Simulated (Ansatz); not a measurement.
The reference is AlN in the wurtzite structure (space group P6_3mc, No. 186; a = 3.0888 Å, c = 4.9433 Å). Axes: x lies along a and z along c of the hexagonal cell.

Level of theory: LDA (Ansatz, an electronic-structure program, PAW, no spin-orbit coupling).

For the base:

- Band gap = 4.42 eV
- Valence-band top at Γ = 0.00, -0.23, -0.23 eV
- Shortest interatomic distance = 1.876 Å
- Gap character = direct at Γ

Modification: a pure shear with ε_xz = ε_zx = 0.0200; the atoms relax in the strained cell.

### Question
Estimate the effect on the band gap.

### Answer
The band gap shrinks by 0.08 eV (4.42 eV → 4.34 eV).

### Question
Estimate the effect on the valence-band top at Γ.

### Answer
The valence-band top at Γ (three highest levels, from the VBM) goes from 0.00, -0.23, -0.23 eV to 0.00, -0.29, -0.34 eV.

### Question
How does this affect the shortest interatomic distance?

### Answer
The shortest interatomic distance falls by 0.0066 Å to 1.870 Å.

### Question
Predict the new stress.

### Answer
The stress (xx, yy, zz, yz, xz, xy; compression positive) comes out as (-0.28, 0.07, 0.26, 0.00, -4.62, 0.00) GPa.

### Question
How does this affect the gap character?

### Answer
The gap character is still direct at Γ.

Gaps are Kohn–Sham eigenvalue differences; semilocal functionals usually give less than the measured gap. No phonon test of stability was made. k-point labels follow each cell's own Brillouin zone.
